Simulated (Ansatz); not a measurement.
Worked example: self-consistent single point of MgTl (P4mm, 2 atoms in the cell) in Ansatz (an electronic-structure program).

Method of the run: LDA (PW92), default PAW files made with PBE (plane waves; Ansatz).

```xyz
2
Lattice="3.6196 0.0000 0.0000 0.0000 3.6196 0.0000 0.0000 0.0000 3.6196" Properties=species:S:1:pos:R:3 pbc="T T T"
Mg     0.0000     0.0000     0.0500
Tl     1.8098     1.8098     1.8098
```

Reference input (self-consistent single point, DFT, LDA (PW92), plane waves, default PAW files made with PBE): basis.ecutwfc = 420 eV; kpoints.mp_grid.grid = 9 9 9; hamiltonian.xc = lda; hamiltonian.pseudopotentials = {kind: paw} (the program's default PAW files); scf.occupations.method = gaussian; scf.occupations.width = 0.1 eV. This run's input differs from it in these lines:

Ansatz 0.2 input:
```diff
@@ -9,3 +9,3 @@
 basis:
-  ecutwfc: 420.0
+  ecutwfc: 250.0
 kpoints:
```

The program printed (abridged):

```
SCF iter   1: F=—  HF=-13047.551240 eV  |F-HF|=—  |Δ(HF+E_count)|=         —  Δρ=1.93e-2  dr2=8.62e-2  ethr=1.77e-3  ⟨swp⟩=5.1  Hψ=6361  notcnv=0
all-band conjugate gradients solve this SCF's bands
preconditioner: auto → none
SCF iter   2: F=—  HF=-13047.495485 eV  |F-HF|=—  |Δ(HF+E_count)|=   5.58e-2  Δρ=5.44e-3  dr2=6.26e-3  ethr=3.75e-4  ⟨swp⟩=2.0  Hψ=2651  notcnv=0  defer=33
SCF iter   3: F=—  HF=-13047.491887 eV  |F-HF|=—  |Δ(HF+E_count)|=   3.60e-3  Δρ=1.62e-3  dr2=3.68e-4  ethr=2.72e-5  ⟨swp⟩=2.5  Hψ=1774  notcnv=0  defer=33
SCF iter   4: F=—  HF=-13047.491686 eV  |F-HF|=—  |Δ(HF+E_count)|=   2.02e-4  Δρ=3.82e-4  dr2=3.47e-5  ethr=1.60e-6  ⟨swp⟩=2.0  Hψ=1559  notcnv=0  defer=33
SCF iter   5: F=—  HF=-13047.491684 eV  |F-HF|=—  |Δ(HF+E_count)|=   1.94e-6  Δρ=3.76e-5  dr2=3.35e-7  ethr=1.51e-7  ⟨swp⟩=2.4  Hψ=1499  notcnv=0  defer=33
SCF iter   6: F=-13047.491684 eV  HF=-13047.491684 eV  |F-HF|=8.00e-11  |Δ(HF+E_count)|=   3.27e-8  Δρ=4.03e-6  dr2=5.27e-9  ethr=4.35e-10  ⟨swp⟩=6.3  Hψ=5018  notcnv=0
SCF 1 converged in 6 iterations: F = -13047.491684 eV  dr2 = 5.27e-9
Free energy (F): -13047.491684 eV
Internal energy: -13047.486178 eV  (E = F + TS)
E sigma→0 (E₀):  -13047.488931 eV
Entropy (-TS):   -0.005506 eV (-2.753 meV/atom)
Fermi energy:    9.229477 eV
--- Forces (eV/Å), atoms counted from 1 ---
  atom   1  Mg     0.00000000     0.00000000    -0.07924751
  atom   2  Tl     0.00000000     0.00000000     0.07922273
--- Stress (GPa, compression-positive) ---
       -1.876015       0.000000       0.000000
        0.000000      -1.876015       0.000000
       -0.000000       0.000000      -1.913096
  P = ⅓ Tr σ = -1.8884 GPa (-18.884 kbar)
  The stress holds the Pulay correction. Without it, at fixed plane waves, as pw.x and ABINIT print it: P = -24.0560 GPa
```

The run converged in 6 iterations. Against the reference run the free energy goes up by 458 meV/atom, the pressure hardly changes (-1.95 to -1.89 GPa) and the largest force moves little (0.077 to 0.079 eV/Å).

The starting cell comes from a database of computed structures (which also holds hypothetical and non-ambient phases and stackings), without a prior relaxation at this level. Its lattice was rescaled by up to half a per cent. One atom was moved a little off its site on purpose. Ansatz's pressure includes its estimate of the finite-basis (Pulay) stress. Without the estimate this run gives -24.06 GPa. The cutoff lies below the one recommended for these files.
